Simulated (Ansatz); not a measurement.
The reference is ZnInGaO4 (space group R3m, No. 160; a = 3.356 Å, c = 26.114 Å (hexagonal axes)).

Structures relaxed with PBE (Ansatz, an electronic-structure program, PAW, no spin-orbit coupling), earlier PAW set.

Base:

Simulated powder pattern, Mo Kα, λ = 0.71073 Å (kinematic, ideal powder, no thermal factors, no anomalous dispersion; the 8 strongest lines at most, above 2 %, up to 2θ = 40°):

| 2θ (°) | I/Imax (%) | hkl |
|---|---|---|
| 14.07 | 65 | (009) |
| 14.13 | 85 | (101) |
| 15.38 | 100 | (104) |
| 16.09 | 86 | (015) |
| 21.08 | 52 | (1 0 10) |
| 24.45 | 72 | (110) |
| 26.17 | 48 | (0 1 14) |
| 28.32 | 55 | (119) |

The change: Ag takes the place of Ga on all its sites, then cell and atoms are relaxed.

After the change:

Simulated powder pattern, Mo Kα, λ = 0.71073 Å (kinematic, ideal powder, no thermal factors, no anomalous dispersion; the 8 strongest lines at most, above 2 %, up to 2θ = 40°):

| 2θ (°) | d (Å) | I/Imax (%) | hkl |
|---|---|---|---|
| 13.30 | 3.068 | 88 | (101) |
| 14.64 | 2.789 | 58 | (009) |
| 14.73 | 2.773 | 100 | (104) |
| 15.52 | 2.632 | 100 | (015) |
| 21.02 | 1.948 | 55 | (1 0 10) |
| 22.97 | 1.785 | 82 | (110) |
| 26.49 | 1.551 | 44 | (0 1 14) |
| 27.35 | 1.503 | 59 | (119) |

The indices refer to each structure's own conventional cell; one index is shown for lines that coincide.

Whether these cells are dynamically stable was not tested. As relaxed here, ZnInAgO4 is a hypothetical phase, not in the database extracts checked. No Hubbard U is applied, and correlation can decide whether such a compound is a metal. The final runs are not spin-polarised.
